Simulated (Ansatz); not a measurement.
An Ansatz (a first-principles code) input (PBEsol (Ansatz), no SOC):

Ansatz 0.2 input:
```yaml
crystal:
  lattice:
    - [3.6114535239, 0, 0]
    - [1.8057267619, 3.1276104963, 0]
    - [1.8057267619, -1.0425368321, 2.9673948657]
  atoms:
    - { symbol: Be, position: [0, 0, 0] }
    - { symbol: Se, position: [0.5, 0.25, 0.75] }
basis: { ecutwfc: 420, ecutrho_ratio: 4, xc_grid: 2, fft_grid_basis: typed }
kpoints: { mp_grid: { grid: [11, 11, 11] } }
hamiltonian:
  xc: pbesol
  dispersion: none
  pseudopotentials: { kind: paw }
scf: { occupations: { method: fermi_dirac, width: 0.05 } }
relax: { f_tol: 0.005, max_steps: 50, cell: { stress_tol: 0.01, fix: [a, b, gamma] } }
output: { forces: true, stress: true }
checkpoint: { write: state.ck, write_every: 1000 }
```

Q: Which symmetry and how many k-points will the program report, and about how many plane waves at Γ?

A: Space group R3m (ITA 160) with 6 operations, k-points 146 of 1331, and 645 plane waves at Γ.

Q: And the final pressure?

A: 0.54 GPa (compression positive).

The cells carry an imposed strain or load. Whether these cells are dynamically stable was not tested. The cell was made from BeSe in the zinc blende structure (space group F-43m, No. 216) by this change: biaxial strain −0.42 %, plane normal [111], relaxed out of plane.
